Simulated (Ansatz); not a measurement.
Start from Ru in the hcp (Mg type) structure (space group P6_3/mmc, No. 194; relaxed with 0.1 eV smearing).

```yaml
crystal:
  lattice:
    - [2.69139, 0.00000, 0.00000]
    - [-1.34570, 2.33081, 0.00000]
    - [0.00000, 0.00000, 4.24891]
  atoms:
    - { symbol: Ru, position: [0.66667, 0.33333, 0.75000] }
    - { symbol: Ru, position: [0.33333, 0.66667, 0.25000] }
```

Cartesian axes are those of the cell as printed.

Computed with PBEsol in Ansatz (plane waves to 420 eV, PAW, spin-orbit coupling left out).

For the base:

The pressure is 0.0 GPa. The shortest interatomic distance is 2.632 Å.

The change: tensile biaxial strain of 0.50 % in the plane normal to [001], as in epitaxy on a mismatched substrate; the out-of-plane cell vector and the atoms relax.

### Question
What does the calculation give for the pressure, shortest interatomic distance and out-of-plane strain after the change?

### Answer
The pressure (mean of the normal stresses, compression positive) goes from zero to -2.3 GPa; the shortest interatomic distance is still 2.632 Å; the out-of-plane strain amounts to -0.27 %.

Whether these cells are dynamically stable was not tested. The final runs are not spin-polarised.

Ansatz is an electronic-structure program.
